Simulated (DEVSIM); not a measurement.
System: illuminated Si n-on-p cell, one wavelength, at 300 K.

Layer 1 from the left is Si, thickness (μm) 0.860, Nd (cm⁻³) 8.9e18, τn (s) 7.3e-9, τp (s) 1.1e-7, absorption coefficient (cm⁻¹) 2500. Layer 2 from the left is Si, thickness (μm) 190, Na (cm⁻³) 1.7e16, τn (s) 3.3e-7, τp (s) 3.3e-7, absorption coefficient (cm⁻¹) 2500.

Left contact: ohmic, minority hole recombination velocity 100 cm/s. Right contact: ohmic, minority electron recombination velocity 3000 cm/s. Voltage is applied to the left contact. Recombination: SRH at mid-gap, radiative, Auger. Light enters at the left, 4.2e15 photons cm⁻² s⁻¹, one pass, no reflection. Mobility is μmin + (μ − μmin)/(1 + (N/Nref)^α).

The device is made up for the run: typed textbook-type constants, with dimensions and the other settings drawn at random. Values at 300 K.

Si: gap (eV) 1.124, affinity (eV) 4.05, permittivity 11.7, Nc (cm⁻³) 2.86e19, Nv (cm⁻³) 3.1e19, μn (cm²/Vs) 1417, μp (cm²/Vs) 470, μn,min 52, μp,min 45, Nref,n 9.7e16, Nref,p 2.2e17, αn 0.68, αp 0.72, B (cm³/s) 4.7e-15, Cn (cm⁶/s) 2.8e-31, Cp (cm⁶/s) 9.9e-32.

Simulated with DEVSIM: 1D drift-diffusion, Boltzmann statistics, complete ionisation; no tunnelling, impact ionisation, image-force lowering or self-heating.

Question: What does the simulation give for the potential step across the device at zero bias, the dark forward voltage at 1 A/cm², the fill factor, the largest field in the device at zero bias?

Answer: potential step across the device at zero bias 0.900 V; dark forward voltage at 1 A/cm² 0.671 V; fill factor 0.78; largest field in the device at zero bias 170000 V/cm.
